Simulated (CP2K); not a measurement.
# Input and output of a self-consistent single point for NiSi2 (Fm-3m, 3 atoms in the cell) (CP2K)

Computed with PBE, GPW, DZVP-MOLOPT-SR-GTH basis, GTH-PBE potentials (GTH_POTENTIALS) (CP2K).

Input as run:

```
&GLOBAL
  PROJECT run
  RUN_TYPE ENERGY_FORCE
  PRINT_LEVEL LOW
&END GLOBAL
&FORCE_EVAL
  METHOD Quickstep
  STRESS_TENSOR ANALYTICAL
  &DFT
    BASIS_SET_FILE_NAME BASIS_MOLOPT
    POTENTIAL_FILE_NAME GTH_POTENTIALS
    &QS
      METHOD GPW
      EPS_DEFAULT 1E-11
    &END QS
    &MGRID
      CUTOFF 600
      REL_CUTOFF 50
      NGRIDS 5
    &END MGRID
    &SCF
      SCF_GUESS ATOMIC
      EPS_SCF 1E-6
      MAX_SCF 100
      ADDED_MOS 5
      &DIAGONALIZATION
        ALGORITHM STANDARD
      &END DIAGONALIZATION
      &MIXING
        METHOD BROYDEN_MIXING
        ALPHA 0.3
        NBUFFER 10
        BETA 1
      &END MIXING
      &SMEAR ON
        METHOD GAUSSIAN
        SIGMA [eV] 0.1
      &END SMEAR
    &END SCF
    &KPOINTS
      SCHEME MONKHORST-PACK 5 5 5
    &END KPOINTS
    &XC
      &XC_FUNCTIONAL PBE
      &END XC_FUNCTIONAL
    &END XC
    &PRINT
      &MO
        EIGENVALUES T
        OCCUPATION_NUMBERS T
        NDIGITS 8
        FILENAME mo
        &EACH
          QS_SCF 0
        &END EACH
        ADD_LAST NUMERIC
      &END MO
      &MULLIKEN OFF
      &END MULLIKEN
    &END PRINT
  &END DFT
  &SUBSYS
    &CELL
      A 3.81397100 0.00000000 0.00000000
      B 1.90698600 3.30299600 0.00000000
      C 1.90698600 1.10099900 3.11409500
      PERIODIC XYZ
    &END CELL
    &COORD
      SCALED
      Si       0.25000000     0.25000000     0.25000000
      Si       0.75000000     0.75000000     0.75000000
      Ni       0.00000000     0.00000000     0.00000000
    &END COORD
    &KIND Si
      BASIS_SET DZVP-MOLOPT-SR-GTH
      POTENTIAL GTH-PBE-q4
    &END KIND
    &KIND Ni
      BASIS_SET DZVP-MOLOPT-SR-GTH
      POTENTIAL GTH-PBE-q18
    &END KIND
  &END SUBSYS
  &PRINT
    &FORCES ON
    &END FORCES
    &STRESS_TENSOR ON
    &END STRESS_TENSOR
  &END PRINT
&END FORCE_EVAL
```

Output, abridged:

```
 GLOBAL| Method name                                                        CP2K
 GLOBAL| Project name                                                        run
 GLOBAL| Run type                                                   ENERGY_FORCE

 TOTAL NUMBERS AND MAXIMUM NUMBERS

  Total number of            - Atomic kinds:                                   2
                             - Atoms:                                          3
                             - Shell sets:                                     3
                             - Shells:                                        18
                             - Primitive Cartesian functions:                 14
                             - Cartesian basis functions:                     59
                             - Spherical basis functions:                     52

  Maximum angular momentum of- Orbital basis functions:                        3
                             - Local part of the GTH pseudopotential:          2
                             - Non-local part of the GTH pseudopotential:      3

 SCF PARAMETERS         Density guess:                                    ATOMIC
                        max_scf:                                             100
                        max_diis:                                              4
                        eps_scf:                                        1.00E-06
                        eps_diis:                                       1.00E-01
                        eps_eigval:                                     1.00E-05
                        level_shift [a.u.]:                             0.000000
                        added MOs                                         5    0
                        Mixing method:                            BROYDEN_MIXING
                                                charge density mixing in g-space
                        Smear method:                                   GAUSSIAN
                        Smearing width (sigma) [a.u.]:                  3.67E-03
                        Accuracy threshold:                             1.00E-10
                        No outer SCF

 Extrapolation method: initial_guess

 Number of electrons:                                                         26
 Number of occupied orbitals:                                                 13
 Number of molecular orbitals:                                                18

 Number of orbital functions:                                                 52
 Number of independent orbital functions:                                     52

 SCF WAVEFUNCTION OPTIMIZATION

  Step     Update method      Time    Convergence         Total energy    Change
     1 NoMix/Diag. 0.30E+00      -     1.36589752      -177.9671522934 -1.78E+02
     2 Broy./Diag. 0.30E+00      -     0.22833495      -173.7197294396  4.25E+00
     3 Broy./Diag. 0.30E+00      -     0.09484545      -180.1811601597 -6.46E+00
     4 Broy./Diag. 0.30E+00      -     0.07164905      -176.9449312711  3.24E+00
     5 Broy./Diag. 0.30E+00      -     0.02603982      -178.0458549905 -1.10E+00
     6 Broy./Diag. 0.30E+00      -     0.00362728      -177.1749736855  8.71E-01
     7 Broy./Diag. 0.30E+00      -     0.00361649      -177.2824906473 -1.08E-01
     8 Broy./Diag. 0.30E+00      -     0.00048006      -177.1998119258  8.27E-02
     9 Broy./Diag. 0.30E+00      -     0.00050142      -177.2069784793 -7.17E-03
    10 Broy./Diag. 0.30E+00      -     0.00001999      -177.2137773425 -6.80E-03
    11 Broy./Diag. 0.30E+00      -     0.00001209      -177.2140471268 -2.70E-04
    12 Broy./Diag. 0.30E+00      -     0.00000026      -177.2142330801 -1.86E-04

  *** SCF run converged in    12 steps ***

  Electronic density on regular grids:        -25.9999999975        0.0000000025
  Core density on regular grids:               25.9999999998       -0.0000000002
  Total charge density on r-space grids:        0.0000000023
  Total charge density g-space grids:           0.0000000023

  Overlap energy of the core charge distribution:               0.00000000000055
  Self energy of the core charge distribution:               -281.65516352695784
  Core Hamiltonian energy:                                     77.40450794611256
  Hartree energy:                                              46.50576147266749
  Exchange-correlation energy:                                -19.46912402468965
  Smearing free energy correction:                             -0.00021494699805
  Fermi energy:                                                 0.40609950415239

  Total energy:                                              -177.21423308014826
  Total energy (extrapolated to sigma->0):                   -177.21412560664925

 ENERGY| Total FORCE_EVAL ( QS ) energy [hartree]           -177.214234443703702

 FORCES| Atomic forces [hartree/bohr]
 FORCES|   Atom     x               y               z               |f|
 FORCES|      1  3.04116091E-07  1.92986708E-07  1.73081277E-07   3.99609302E-07
 FORCES|      2 -3.04116097E-07 -1.92836730E-07 -1.72976871E-07   3.99491680E-07
 FORCES|      3 -2.83391053E-14 -1.52392238E-10 -1.06872831E-10   1.86132203E-10
 FORCES| Sum    -3.47486812E-14 -2.41330954E-12 -2.46670654E-12
 FORCES| Total atomic force                                       3.45107397E-12

 STRESS| Analytical stress tensor [bar]
 STRESS|                        x                   y                   z
 STRESS|      x        5.14646003759E+04  -1.75504536340E+01  -1.24100814263E+01
 STRESS|      y       -1.75504536340E+01   5.14846184737E+04  -7.11923418991E+00
 STRESS|      z       -1.24100814263E+01  -7.11923418991E+00   5.14891540196E+04
 STRESS| 1/3 Trace                                             5.14794576230E+04
```

The run converged in 12 iterations.

The starting cell has typed, rounded lattice constants, without a prior relaxation at this level. Its lattice was rescaled by up to half a per cent. Spin polarisation is off. Values carry the incompleteness of an atom-centred basis. With a pressure of about 5 GPa the cell is away from its equilibrium volume at this level.

Cost on one core of a shared machine: roughly 40 s.
